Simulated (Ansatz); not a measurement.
Consider the following.

```xyz
2
Lattice="0.0000 2.8663 2.8663 2.8663 0.0000 2.8663 2.8663 2.8663 0.0000" Properties=species:S:1:pos:R:3 pbc="T T T"
Zn     0.0000     0.0000     0.0000
Se     4.2994     4.2994     4.2994
```

The numbers are results of PBE, rigid bands (plane waves, PAW, scalar-relativistic; Ansatz, a quantum-chemistry and plane-wave program), not measurements. Condition of this run: functional PBE, cell relaxed with it. Cell: cell and atoms relaxed with PBE.

**Question.** What conductivity effective mass do dilute electrons have at 300 K?

**Answer.** 0.100 mₑ.

**Question.** And the band gap?

**Answer.** 1.15 eV at this level; semilocal functionals usually fall short of the measured gap.

Rigid bands, one relaxation time for all states, no polarons. Spin-orbit coupling is left out; where it splits the top of the valence band it changes the hole mass and lowers the gap by about a third of the splitting.
